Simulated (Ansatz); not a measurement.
The structure below was relaxed with PBEsol (Ansatz, a quantum-chemistry and plane-wave program), without spin-orbit coupling, at pressure 30 GPa.

```
CELL_PARAMETERS angstrom
      0.00000     2.15932     2.15932
      2.15932     0.00000     2.15932
      2.15932     2.15932     0.00000
ATOMIC_POSITIONS crystal
  N  0.25000 0.25000 0.25000
  Ga 0.00000 0.00000 0.00000
```

Task: Find the space group and the Wyckoff positions.

Result: Space group F-43m (No. 216); a = 4.3186 Å, b = 4.3186 Å, c = 4.3186 Å, α = 90.00°, β = 90.00°, γ = 90.00°

| atom | site | symmetry | x | y | z |
|---|---|---|---|---|---|
| N | 4d | -43m | 0.7500 | 0.7500 | 0.7500 |
| Ga | 4a | -43m | 0.0000 | 0.0000 | 0.0000 |

Task: Describe the coordination.

Result: The crystal has 8 atoms in its conventional cell. Conventional cell: a = 4.319 Å, b = 4.319 Å, c = 4.319 Å, α = 90.00°, β = 90.00°, γ = 90.00°. N sees 4 Ga at 1.870 Å (tetrahedral). Ga is surrounded by 4 N at 1.870 Å (tetrahedral). (Neighbours: up to the widest gap in distance over summed covalent radii, below 1.35, at either atom; cation-cation and far metal-metal contacts left out.)

Load acts through the strain it causes; cell and atoms are relaxed under it. No phonon test of stability was made. Tetrahedral semiconductors of this kind turn to denser phases somewhere between about 1 and 50 GPa; those were not computed, so compressed cells here can lie past the real transition. The cell was made from GaN in the zinc blende structure (space group F-43m, No. 216) by this change: pressure 30 GPa. This is not the structure that GaN has at room temperature and ambient pressure.
